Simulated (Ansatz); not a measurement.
The starting structures come from a database of crystals and need not be the phases stable at ambient conditions.

Consider the following.

```xyz
12
Lattice="3.1493 0.0000 0.0000 -1.5746 2.7274 0.0000 0.0000 0.0000 24.1809" Properties=species:S:1:pos:R:3 pbc="T T T"
Mo     1.5746     0.9091    21.1577
Mo     0.0000     1.8182     3.0233
Mo     1.5746     0.9091     9.0688
Mo     0.0000     1.8182    15.1121
S      0.0000     1.8182    22.7235
S      1.5746     0.9091     1.4574
S      0.0000     1.8182    10.6346
S      1.5746     0.9091    13.5463
S      1.5746     0.9091    16.6779
S      0.0000     1.8182     7.5030
S      1.5746     0.9091     4.5891
S      0.0000     1.8182    19.5918
```

The cell was relaxed by PBE-D3(BJ); by r2SCAN it stands under a pressure of 3.0 GPa.

Transport runs along the normal of the first two printed cell vectors, the (001) plane of the conventional cell.

No gap correction and no spin-orbit coupling; mid-gap is the computed energy nearest the middle.

**Question.** Predict the band gap and the smallest decay constant κ at mid-gap from r2SCAN run with Ansatz (a quantum-chemistry and plane-wave program).

**Answer.** Gap 0.89 eV on a 12×12×2 mesh; κ = 0.210 1/Å, at (0.167, 0.167) of the in-plane reciprocal vectors. At the zone centre the slowest state has κ = 0.36 1/Å.
